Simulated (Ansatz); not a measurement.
Base system: BiB in the zinc blende structure (space group F-43m, No. 216; a = 5.4905 Å; a hypothetical phase, not in the database extracts checked).

Computed with Ansatz (a first-principles code) r2SCAN, scalar-relativistic without spin-orbit coupling.

One change was made to it. Results:

```
quantity                              base            after
-----------------------------  -----------  ---------------
width of the top valence band      4.36 eV          4.60 eV
shortest interatomic distance   4.493 bohr       4.423 bohr
density                         8.82 g/cm³       9.25 g/cm³
gap character                  direct at Γ  indirect, Γ → L
```

What was done to the base?
A. pressure 60 GPa
B. pressure −2 GPa
C. pressure 4.2 GPa

C, pressure 4.2 GPa. For comparison, the gap character in the other runs: pressure 60 GPa gives indirect, Γ → Γ–X (76 % along); pressure −2 GPa gives direct at Γ.

Spin-orbit coupling, missing from the scalar runs, can matter with Bi. Load acts through the strain it causes; cell and atoms are relaxed under it. Whether these cells are dynamically stable was not tested. No other phases were tried under pressure.
